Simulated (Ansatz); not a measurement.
A constructed model of the (0001) surface of hcp Ru (in the relaxation 3 Ru–Y bonds broke), (√3x√3)R30° surface alloy, Y on one Ru site of the top plane (bottom of the slab: a bare face, its two planes held)

The numbers are results of PBE (plane waves to 420 eV, PAW; Ansatz, a first-principles code), not measurements.

Model: 18-atom slab, 10.8 Å thick at the start with caps and adatoms (thin: gaps and levels are the slab's own), 9x9x1 mesh, Fermi-Dirac 0.1 eV, dipole correction, 6 atoms held, the rest relaxed; symmetry of the start imposed; no spin, no spin-orbit, no U. It is one candidate, not shown to be the stable structure of the face.

```
Quantity                                               Value
-----------------------------  -----------------------------
work function of the top face                        2.89 eV
energy released by relaxation                        1.61 eV
cost                           around 9 core-minutes (rough)
```
